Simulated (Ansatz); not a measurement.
Given:

End structure of C on the 1x1 (111) surface of fcc Cu, one in a 1x1 cell, started at the site 'bridge Cu-Cu (span 2.6 Å)':

```
CELL_PARAMETERS angstrom
      2.56680     0.00000     0.00000
     -1.28340     2.22291     0.00000
      0.00000     0.00000    25.50000
ATOMIC_POSITIONS crystal
  Cu 0.33333 0.66667 0.37817
  Cu 0.66667 0.33333 0.45940
  Cu 0.99958 0.99979 0.54131
  Cu 0.33066 0.66533 0.62531
  C  0.66333 0.33167 0.67930
```

Set-up: 5 atoms, 6.2 Å thick at the start under the adsorbate (thin: gaps and levels are the slab's own); mesh 12x12x1; 0.1 eV smearing; dipole correction on; 2 atoms held, the rest relaxed; start symmetry kept, larger cells not searched; spin-polarised, no spin-orbit, no U, no dispersion correction. The starting moment vanished. At the end it is bonded to 3 Cu. In PBE it is, or lies within 0.03 eV of, the lowest of the starts that converged.

A negative adsorption energy means that the adsorbate is more stable on the surface than in its reference.

### Question
What work function of the top face does PBE (Ansatz, a program for electronic structure) give?

### Answer
6.97 eV

### Question
What change of the step from the bottom to the top vacuum level, against the clean slab does PBE give?

### Answer
2.16 eV

### Question
Estimate the adsorption energy against an atom of graphite that PBE returns for this input.

### Answer
4.14 eV

### Question
What change of the work function does PBE give?

### Answer
2.20 eV
